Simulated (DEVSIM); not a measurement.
System: Pt/SiO2/p-Ge capacitor, at 400 K.

Layer 1 from the left is SiO2, thickness (nm) 1.30. Layer 2 from the left is Ge, thickness (nm) 5400, Na (cm⁻³) 1.2e16.

Metal gate on the left, work function 5.6 eV. Fixed charge at the semiconductor interface -5.2e11 cm⁻² (in units of +e); no interface traps.

This is a model device: material constants are rounded textbook-type values typed into the input, and sizes, dopings and lifetimes were drawn at random. Values at 300 K; Nc and Nv go as T^1.5, mobilities as T to minus their exponent, the gap by Varshni's rule with the affinity fixed.

SiO2: gap (eV) 9, affinity (eV) 0.9, permittivity 3.9. Ge: gap (eV) 0.664, affinity (eV) 4, permittivity 16, Nc (cm⁻³) 1.04e19, Nv (cm⁻³) 6e18, Varshni α (eV/K) 0.000477, Varshni β (K) 235.

Question: Estimate by hand the flat-band voltage, the threshold voltage, and compare with a numerical solution.

Answer: 
- Flat-band voltage: C = 2.66 μF/cm², work-function difference 1.205 V; VFB = φms − qNf/C = 1.24 V; numerical 1.24 V.
- Threshold voltage: φF = 0.074 V, depletion charge √(4εqNφF) = 2.84e-8 C/cm²; VT = VFB + 2φF + Qd/C = 1.39 V; numerical 1.39 V.

Model (solved in DEVSIM): 1D Poisson equation in equilibrium, Boltzmann statistics, complete ionisation; no quantum confinement or tunnelling. Metal contacts follow the ideal Schottky-Mott rule: no Fermi-level pinning, no interface dipoles.
